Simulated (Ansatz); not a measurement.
System: interstitial Mg in wurtzite GaN (charge state +2). Calculation: PBE, PAW (plane waves to 420 eV; Ansatz, a first-principles code).

Cell of 72 host sites held at the relaxed PBE lattice; one k-point at (0.125, 0.250, 0.250); Fermi-Dirac width 0.01 eV, spin-restricted; finite-size errors left in. Energies are static. The charge state is imposed; whether it is stable for some Fermi level was not computed. Sites that were not tried may lie lower.

Barriers: single points on a 2×2×2 k-point mesh shifted by half a step along c at the bands' geometries.

Relaxed starting cell (atoms counted from 1):

```
CELL_PARAMETERS angstrom
      9.65543     0.00000     0.00000
     -4.82771     8.36185     0.00000
      0.00000     0.00000    10.48619
ATOMIC_POSITIONS crystal
  Ga 0.24498 0.12220 0.23508
  Ga 0.22285 0.11121 0.75155
  Ga 0.22201 0.44452 0.25048
  Ga 0.22287 0.44620 0.75282
  Ga 0.22199 0.77707 0.25048
  Ga 0.22280 0.77624 0.75274
  Ga 0.55432 0.10910 0.24987
  Ga 0.55467 0.10974 0.74707
  Ga 0.55418 0.44486 0.25004
  Ga 0.55470 0.44434 0.74708
  Ga 0.55453 0.77704 0.25046
  Ga 0.55290 0.77619 0.75279
  Ga 0.87677 0.12213 0.23494
  Ga 0.88792 0.11113 0.75154
  Ga 0.89006 0.44476 0.24996
  Ga 0.88925 0.44435 0.74707
  Ga 0.87680 0.75405 0.23524
  Ga 0.88783 0.77613 0.75153
  Ga 0.11738 0.23591 0.50928
  Ga 0.11080 0.22279 0.99897
  Ga 0.11095 0.55608 0.50110
  Ga 0.11030 0.55577 0.99987
  Ga 0.11725 0.88264 0.50923
  Ga 0.11072 0.88912 0.99896
  Ga 0.44454 0.22279 0.49948
  Ga 0.44774 0.22448 0.99270
  Ga 0.44389 0.55605 0.50115
  Ga 0.44420 0.55575 0.99987
  Ga 0.44386 0.88895 0.50106
  Ga 0.44416 0.88961 0.99985
  Ga 0.77711 0.22275 0.49948
  Ga 0.77550 0.22444 0.99267
  Ga 0.77709 0.55533 0.49944
  Ga 0.77545 0.55216 0.99273
  Ga 0.76408 0.88256 0.50924
  Ga 0.77712 0.88906 0.99896
  N  0.21846 0.10955 0.43515
  N  0.22227 0.11172 0.93999
  N  0.22319 0.44758 0.43826
  N  0.22176 0.44482 0.94048
  N  0.22305 0.77671 0.43827
  N  0.22171 0.77811 0.94036
  N  0.55491 0.11100 0.43725
  N  0.55437 0.11008 0.93464
  N  0.55484 0.44494 0.43724
  N  0.55445 0.44547 0.93468
  N  0.55230 0.77661 0.43824
  N  0.55503 0.77807 0.94043
  N  0.89003 0.10949 0.43510
  N  0.88816 0.11166 0.94004
  N  0.88883 0.44487 0.43725
  N  0.88974 0.44549 0.93465
  N  0.89010 0.78123 0.43517
  N  0.88810 0.77752 0.93992
  N  0.10824 0.21701 0.19172
  N  0.11116 0.22271 0.69242
  N  0.11035 0.55493 0.18848
  N  0.11153 0.55549 0.68838
  N  0.10838 0.89066 0.19152
  N  0.11102 0.88797 0.69239
  N  0.45583 0.22793 0.18165
  N  0.44294 0.22116 0.68650
  N  0.44407 0.55491 0.18851
  N  0.44352 0.55545 0.68843
  N  0.44407 0.88865 0.18844
  N  0.44349 0.88742 0.68835
  N  0.77160 0.22765 0.18162
  N  0.77783 0.22114 0.68649
  N  0.77113 0.54300 0.18170
  N  0.77781 0.55602 0.68647
  N  0.78185 0.89068 0.19160
  N  0.77637 0.88785 0.69240
  Mg 0.99957 0.00026 0.34921
```
Cell charge +2.

End state 1 differs by these moves (Å; atoms that move under 0.08 Å are left out):

| atom | element | Δx | Δy | Δz |
|---|---|---|---|---|
| 1 | Ga | -0.17 | -0.10 | 0.16 |
| 3 | Ga | 0.17 | 0.09 | -0.16 |
| 13 | Ga | 0.17 | -0.29 | 0.00 |
| 15 | Ga | -0.18 | 0.09 | -0.16 |
| 17 | Ga | 0.01 | 0.20 | 0.15 |
| 19 | Ga | 0.09 | -0.16 | 0.00 |
| 21 | Ga | 0.00 | 0.11 | 0.09 |
| 23 | Ga | -0.10 | 0.06 | -0.09 |
| 26 | Ga | -0.03 | -0.01 | 0.08 |
| 28 | Ga | 0.02 | 0.02 | -0.08 |
| 31 | Ga | -0.09 | -0.05 | 0.10 |
| 35 | Ga | 0.09 | 0.05 | -0.10 |
| 61 | N | -0.09 | -0.05 | 0.07 |
| 63 | N | 0.08 | 0.06 | -0.07 |
| 67 | N | 0.11 | -0.03 | 0.10 |
| 69 | N | -0.08 | 0.15 | 0.00 |
| 71 | N | -0.04 | -0.12 | -0.10 |
| 73 | Mg | -1.61 | 2.79 | 0.00 |

### Question
Estimate the forward and backward barriers to end state 1 that PBE, PAW returns for this input.

### Answer
forward 1.85 eV, backward 1.85 eV; at the saddle point atom 73 has neighbours Ga at 2.24, Ga at 2.45; N at 1.89, N at 1.92, N at 2.30, N at 2.33 Å. The saddle point's order was not checked.

End state 2 differs by these moves (Å; atoms that move under 0.08 Å are left out):

| atom | element | Δx | Δy | Δz |
|---|---|---|---|---|
| 1 | Ga | -0.07 | -0.04 | 0.26 |
| 4 | Ga | 0.00 | 0.01 | -0.10 |
| 6 | Ga | 0.01 | 0.00 | -0.10 |
| 12 | Ga | -0.01 | 0.00 | -0.10 |
| 13 | Ga | 0.07 | -0.04 | 0.27 |
| 17 | Ga | 0.00 | 0.09 | 0.26 |
| 19 | Ga | 0.00 | -0.10 | -0.07 |
| 20 | Ga | 0.00 | 0.19 | -0.13 |
| 23 | Ga | -0.09 | 0.05 | -0.07 |
| 24 | Ga | 0.17 | -0.09 | -0.14 |
| 26 | Ga | -0.02 | -0.01 | 0.09 |
| 32 | Ga | 0.02 | -0.01 | 0.09 |
| 34 | Ga | 0.00 | 0.03 | 0.09 |
| 35 | Ga | 0.09 | 0.05 | -0.07 |
| 36 | Ga | -0.17 | -0.09 | -0.14 |
| 37 | N | 0.03 | 0.02 | 0.09 |
| 40 | N | 0.00 | 0.10 | -0.08 |
| 42 | N | 0.08 | -0.05 | -0.08 |
| 48 | N | -0.08 | -0.05 | -0.08 |
| 49 | N | -0.03 | 0.02 | 0.09 |
| 53 | N | 0.00 | -0.03 | 0.09 |
| 61 | N | -0.06 | -0.04 | 0.08 |
| 67 | N | 0.06 | -0.04 | 0.08 |
| 69 | N | 0.00 | 0.08 | 0.08 |
| 73 | Mg | 0.00 | 0.00 | -2.61 |

### Question
What is the computed forward and backward barriers to end state 2 (PBE, PAW)?

### Answer
forward 2.04 eV, backward 2.04 eV; at the saddle point atom 73 has neighbours 3 Ga at 2.26; 2 N at 1.93, N at 1.93 Å. The saddle point's order was not checked, and it lies on a symmetry element of the cell, where a band can be held.
